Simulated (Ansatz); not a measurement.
A constructed model of the (111) surface of fcc Au, a pseudomorphic layer of Nb in the other hollow (bottom of the slab: a bare face, its two planes held)

All values below come from PBE (plane waves to 420 eV, PAW; Ansatz, an electronic-structure program).

Set-up: 7 atoms, 14.6 Å thick at the start; mesh 15x15x1; 0.1 eV smearing; dipole correction on; 2 atoms held, the rest relaxed; symmetry of the start imposed; no spin, no spin-orbit, no U. In PBE it lies 0.01 eV a 1x1 cell over the lowest computed structure of the same composition (a pseudomorphic layer of Nb in the host's stacking).

The work function of the top face is 4.98 eV. The energy released by relaxation comes out as 0.17 eV and the cost is very roughly 4 core-minutes.
